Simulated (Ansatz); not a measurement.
**Al2O3: pressure series**

Consider Al$_{2}$O$_{3}$ in the corundum structure (space group R-3c, No. 167; a = 4.809 Å, c = 13.124 Å (hexagonal axes)).

Cell and atoms are relaxed at each pressure.

Calculations: PBE/PAW in Ansatz (an electronic-structure program), no SOC.

| variant | band gap | shortest interatomic distance | electron mass |
|---|---|---|---|
| base | 5.85 eV | 1.874 Å | 0.38 mₑ along c, 0.36 mₑ across (at Γ) |
| pressure −2 GPa | 5.74 eV | [?] | – |
| pressure −1 GPa | 5.80 eV | 1.877 Å | 0.38 mₑ along c, 0.36 mₑ across (at Γ) |
| pressure 0.9 GPa | 5.90 eV | 1.872 Å | 0.39 mₑ along c, 0.37 mₑ across (at Γ) |
| pressure 2.1 GPa | 5.96 eV | 1.869 Å | 0.39 mₑ along c, 0.37 mₑ across (at Γ) |
| pressure 4.5 GPa | 6.08 eV | 1.862 Å | 0.40 mₑ along c, 0.37 mₑ across (at Γ) |
| pressure 9 GPa | 6.29 eV | 1.852 Å | 0.41 mₑ along c, 0.38 mₑ across (at Γ) |
| pressure 15 GPa | 6.56 eV | [?] | 0.42 mₑ along c, 0.39 mₑ across (at Γ) |
| pressure 22.5 GPa | 6.87 eV | 1.823 Å | 0.44 mₑ along c, 0.40 mₑ across (at Γ) |
| pressure 30 GPa | [?] | [?] | 0.45 mₑ along c, 0.41 mₑ across (at Γ) |

**Question.** Complete the table.

**Answer.** 
- pressure −2 GPa, shortest interatomic distance: 1.880 Å
- pressure 15 GPa, shortest interatomic distance: 1.838 Å
- pressure 30 GPa, band gap: 7.15 eV
- pressure 30 GPa, shortest interatomic distance: 1.809 Å

Load acts through the strain it causes; cell and atoms are relaxed under it. Effective masses come from finite differences of ±0.01 Å⁻¹. Whether these cells are dynamically stable was not tested. No other phases were tried under pressure.
